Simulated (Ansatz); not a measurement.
## Y: response to strain

The parent structure is Y in the hcp (Mg type) structure (space group P6_3/mmc, No. 194; relaxed with 0.1 eV smearing).

```
Y
1.0
    3.59431     0.00000     0.00000
   -1.79716     3.11277     0.00000
    0.00000     0.00000     5.60992
Y
2
Cartesian
  1.79716   1.03759   4.20744
  0.00000   2.07518   1.40248
```

Cartesian axes are those of the cell as printed.

Strains are applied to the cell and any free atomic positions relax; under biaxial strain the out-of-plane vector relaxes too.

All numbers come from Ansatz (an electronic-structure program), PBEsol, PAW, cutoff 420 eV, no spin-orbit coupling.

| biaxial strain, plane normal [001], relaxed out of plane (%) | out-of-plane strain (%) |
|---|---|
| 0 | 0.00 |
| 0.5 | -0.28 |
| 1 | -0.55 |
| 1.5 | -0.81 |
| 2 | -1.07 |
| 2.5 | ? |
| 3 | -1.59 |

Problem. Fit ε⊥ = −νε + γε² (strains in %) to the rows shown and predict the withheld row.

Solution. Least squares on the printed values gives ν = 0.55 (the biaxial Poisson response) and γ = 0.008 (largest residual 0.01 %); this predicts -1.33 %, and the run gives -1.33 %, in agreement.

Whether these cells are dynamically stable was not tested. All final runs are without spin polarisation.
